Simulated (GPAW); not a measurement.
Worked example: self-consistent single point of V (Im-3m, 1 atom in the cell) in GPAW.

Level of theory: PBE, GPAW PAW datasets PBE (gpaw-data 1.0.1) (plane waves; GPAW).

```yaml
crystal:
  lattice:
    - [-1.50611, 1.50611, 1.50611]
    - [1.50611, -1.50611, 1.50611]
    - [1.50611, 1.50611, -1.50611]
  atoms:
    - { symbol: V, position: [0.00000, 0.00000, 0.00000] }
```

Reference input (self-consistent single point, DFT PBE, plane waves, GPAW PAW datasets PBE (gpaw-data 1.0.1)): mode = pw; ecut = 850 eV; xc = PBE; kpts = 10 10 10; mesh shift (steps) = 0 0 0; occupations.name = methfessel-paxton; occupations.width = 0.136 eV; occupations.order = 0; nbands = -5; convergence.density = 1e-05 e/electron; symmetry.symmorphic = false; symmetry.tolerance = 0.0005. This run's input differs from it in these lines:

```diff
@@ -13,3 +13,3 @@
             xc='PBE',
-            kpts={'size': (10, 10, 10), 'gamma': True},
+            kpts={'size': (8, 8, 8), 'gamma': True},
             occupations={'name': 'methfessel-paxton', 'width': 0.136, 'order': 0},
```

The program printed (abridged):

```
     iter     time        total  log10-change:
                         energy   eigst   dens
iter:   1 --:--:--    -8.797156
iter:   2 --:--:--    -8.761303   -0.32  -1.44
iter:   3 --:--:--    -8.686180   -0.45  -1.47
iter:   4 --:--:--    -8.551831   -2.00  -1.64
iter:   5 --:--:--    -8.772915   -1.62  -1.84
iter:   6 --:--:--    -8.656763   -2.42  -1.53
iter:   7 --:--:--    -8.521825   -1.48  -1.70
iter:   8 --:--:--    -8.522327   -2.59  -2.73
iter:   9 --:--:--    -8.523742c  -3.23  -3.06
iter:  10 --:--:--    -8.522185c  -3.19  -2.66
iter:  11 --:--:--    -8.522002c  -4.48  -3.05
iter:  12 --:--:--    -8.522003c  -6.11  -4.06
   [... lines left out ...]
iter:  14 --:--:--    -8.522002c  -6.58  -3.83
iter:  15 --:--:--    -8.522004c  -8.03c -4.04
iter:  16 --:--:--    -8.522004c  -9.78c -3.98
iter:  17 --:--:--    -8.521994c  -6.00  -3.99
iter:  18 --:--:--    -8.521994c  -7.47c -4.85
iter:  19 --:--:--    -8.521996c  -7.27  -4.88
iter:  20 --:--:--    -8.521996c  -8.35c -4.58
iter:  21 --:--:--    -8.521995c  -7.29  -4.53
iter:  22 --:--:--    -8.521994c  -7.55c -4.95
iter:  23 --:--:--    -8.521995c  -7.51c -4.87
iter:  24 --:--:--    -8.521993c  -6.80  -4.89
iter:  25 --:--:--    -8.521994c  -7.36  -4.53
iter:  26 --:--:--    -8.521994c  -8.15c -5.23c
Converged after 26 iterations.

Dipole moment: (-0.000000, -0.000000, -0.000000) |e|*Ang

Energy contributions relative to reference atoms: (reference = -25820.495562)

Kinetic:         -3.195768
Potential:       +2.310796
External:        +0.000000
XC:              -7.775038
Entropy (-ST):   -0.017691
Local:           +0.146862
SIC:             +0.000000
--------------------------
Free energy:     -8.530840
Extrapolated:    -8.521994

Showing only first 2 kpts
 Kpt  Band  Eigenvalues  Occupancy
  0     4      2.78610    2.00000
  0     5      9.76460    0.00002
  0     6      9.76460    0.00002
  0     7      9.76460    0.00002

  1     4      3.38851    2.00000
  1     5      9.51649    0.08533
  1     6      9.68169    0.00059
  1     7     10.19587    0.00000

Fermi level: 9.35103

No gap
No difference between direct/indirect transitions
Energy (eV): -8.521994

Forces in eV/Ang:
  0 V     0.00000   -0.00000   -0.00000

Stress tensor:
     0.016000    -0.000000     0.000000
    -0.000000     0.016000     0.000000
     0.000000     0.000000     0.016000
Stress (GPa, Voigt): [ 2.5635  2.5635  2.5635  0.      0.     -0.    ]
```

The run converged in 26 iterations. GPAW prints stress with tension positive. Against the reference run the free energy goes down by 10.6 meV/atom and the pressure goes from -0.80 to -2.56 GPa.

The starting cell comes from a database of computed structures (which also holds hypothetical and non-ambient phases and stackings), without a prior relaxation at this level. Its lattice was rescaled by a random factor within 2.5 % of one. Spin polarisation is off.
